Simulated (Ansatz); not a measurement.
Worked example: self-consistent single point of Ba2H3I (P3m1, 6 atoms in the cell) in Ansatz (a program for electronic structure).

Method of the run: LDA (PW92), default PAW files made with PBE (plane waves; Ansatz).

The change in words: lattice scaled by 0.98; kpoints.mp_grid.grid: 6 6 3 → 7 7 4. Reference geometry:
```yaml
crystal:
  lattice:
    - [4.51372, 0.00000, 0.00000]
    - [-2.25686, 3.90899, 0.00000]
    - [0.00000, 0.00000, 8.07895]
  atoms:
    - { symbol: Ba, position: [0.66667, 0.33333, 0.69091] }
    - { symbol: Ba, position: [0.33333, 0.66667, 0.31528] }
    - { symbol: H, position: [0.66667, 0.33333, 0.35610] }
    - { symbol: H, position: [0.33333, 0.66667, 0.64390] }
    - { symbol: H, position: [0.00000, 0.00000, 0.50000] }
    - { symbol: I, position: [0.00000, 0.00000, 0.00000] }
```

Reference input (self-consistent single point, DFT, LDA (PW92), plane waves, default PAW files made with PBE): basis.ecutwfc = 420 eV; kpoints.mp_grid.grid = 6 6 3; hamiltonian.xc = lda; hamiltonian.pseudopotentials = {kind: paw} (the program's default PAW files); scf.occupations.method = fixed. This run's input differs from it in these lines:

Ansatz 0.2 input:
```diff
@@ -2,5 +2,5 @@
   lattice:
-    - [4.513718, 0.000000, 0.000000]
-    - [-2.256859, 3.908995, 0.000000]
-    - [0.000000, 0.000000, 8.078952]
+    - [4.423444, 0.000000, 0.000000]
+    - [-2.211722, 3.830815, 0.000000]
+    - [0.000000, 0.000000, 7.917373]
   atoms:
@@ -16,3 +16,3 @@
   mp_grid:
-    grid: [6, 6, 3]
+    grid: [7, 7, 4]
 hamiltonian:
```

Log, with long lists cut:

```
SCF iter   1: F=—  HF=-18967.566994 eV  |F-HF|=—  |Δ(HF+E_count)|=         —  Δρ=8.42e-3  dr2=8.07e-2  ethr=1.77e-3  ⟨swp⟩=5.7  Hψ=3241  notcnv=0  defer=97
all-band conjugate gradients solve this SCF's bands
preconditioner: auto → Resta (q_TF=auto, 2.230 Å⁻¹)
SCF iter   2: F=—  HF=-18967.543782 eV  |F-HF|=—  |Δ(HF+E_count)|=   2.32e-2  Δρ=3.43e-3  dr2=1.35e-2  ethr=2.02e-4  ⟨swp⟩=2.1  Hψ=1103  notcnv=0  defer=111
SCF iter   3: F=—  HF=-18967.540001 eV  |F-HF|=—  |Δ(HF+E_count)|=   3.78e-3  Δρ=4.65e-4  dr2=1.99e-4  ethr=3.38e-5  ⟨swp⟩=2.9  Hψ=1039  notcnv=0  defer=111
SCF iter   4: F=—  HF=-18967.540010 eV  |F-HF|=—  |Δ(HF+E_count)|=   9.46e-6  Δρ=1.07e-4  dr2=2.12e-5  ethr=4.97e-7  ⟨swp⟩=2.0  Hψ=1257  notcnv=0  defer=110
SCF iter   5: F=—  HF=-18967.540006 eV  |F-HF|=—  |Δ(HF+E_count)|=   4.59e-6  Δρ=2.26e-5  dr2=9.56e-7  ethr=5.30e-8  ⟨swp⟩=2.0  Hψ=1205  notcnv=0  defer=108
SCF iter   6: F=-18967.540006 eV  HF=-18967.540006 eV  |F-HF|=2.85e-9  |Δ(HF+E_count)|=   2.40e-8  Δρ=4.86e-6  dr2=2.92e-8  ethr=2.50e-10  ⟨swp⟩=15.0  Hψ=5884  notcnv=0
SCF 1 converged in 6 iterations: F = -18967.540006 eV  dr2 = 2.92e-8
Free energy (F): -18967.540006 eV
Internal energy: -18967.540006 eV  (E = F + TS)
E sigma→0 (E₀):  -18967.540006 eV
Fermi energy:    7.157026 eV
--- Forces (eV/Å), atoms counted from 1 ---
  atom   1  Ba    -0.00000000     0.00000000    -0.21276603
  atom   2  Ba     0.00000000    -0.00000000     0.04672396
  atom   3  H      0.00000000    -0.00000000     0.05734535
  atom   4  H     -0.00000000     0.00000000     0.02668298
  atom   5  H      0.00000000    -0.00000000     0.02905924
  atom   6  I      0.00000000     0.00000000     0.05298280
--- Stress (GPa, compression-positive) ---
       -1.041744      -0.000000      -0.000000
       -0.000000      -1.041744       0.000000
       -0.000000       0.000000      -1.364729
  P = ⅓ Tr σ = -1.1494 GPa (-11.494 kbar)
  The stress holds the Pulay correction. Without it, at fixed plane waves, as pw.x and ABINIT print it: P = -1.1948 GPa
```

The run converged in 6 iterations. Against the reference run the free energy falls by 17.8 meV/atom, the pressure goes from -2.83 to -1.15 GPa, the largest force goes from 0.253 to 0.213 eV/Å and the gap on the mesh goes from 2.021 to 1.895 eV.

The starting cell comes from a database of computed structures (which also holds hypothetical and non-ambient phases and stackings), without a prior relaxation at this level. Its lattice was rescaled by up to half a per cent. One atom was moved a little off its site on purpose. For this run, on top of that: lattice scaled by 0.98. Spin-orbit coupling is off. Ansatz's pressure includes its estimate of the finite-basis (Pulay) stress. Another mesh or the band path of this cell gives a smaller gap, so this value is not converged in the mesh.
